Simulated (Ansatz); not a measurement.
## A computed series for hypothetical R3c SnTeO3: pressure series

The parent structure is SnTeO3 (space group R3c, No. 161; a = 6.354 Å, c = 13.401 Å (hexagonal axes); a hypothetical phase, not in the database extracts checked).

Cell and atoms are relaxed at each pressure.

Calculations: Kohn–Sham DFT with the PBEsol functional, run in Ansatz (a first-principles code) with PAW and 420 eV plane waves, spin-orbit coupling left out.

| case | band gap | lattice parameter a | smallest direct gap | c/a ratio |
|---|---|---|---|---|
| base | 2.18 eV | 6.354 Å | 2.39 eV | 2.109 |
| pressure −2 GPa | 2.33 eV | 6.474 Å | 2.52 eV | 2.158 |
| pressure −1 GPa | 2.24 eV | 6.404 Å | 2.45 eV | (withheld) |
| pressure 0.3 GPa | 2.17 eV | 6.342 Å | 2.37 eV | 2.105 |
| pressure 0.7 GPa | 2.15 eV | 6.325 Å | 2.35 eV | 2.101 |
| pressure 1.5 GPa | 2.12 eV | 6.297 Å | 2.31 eV | 2.093 |
| pressure 3 GPa | 2.06 eV | 6.249 Å | 2.24 eV | 2.083 |
| pressure 5 GPa | 2.00 eV | (withheld) | 2.15 eV | 2.074 |
| pressure 7.5 GPa | 1.93 eV | 6.141 Å | 2.05 eV | 2.067 |
| pressure 10 GPa | (withheld) | 6.093 Å | 1.96 eV | 2.062 |

What belongs in the blanks?


- pressure −1 GPa, c/a ratio: 2.126
- pressure 5 GPa, lattice parameter a: 6.196 Å
- pressure 10 GPa, band gap: 1.84 eV

With Te present, leaving out spin-orbit coupling can change the band edges. Load acts through the strain it causes; cell and atoms are relaxed under it. Whether these cells are dynamically stable was not tested. No other phases were tried under pressure.
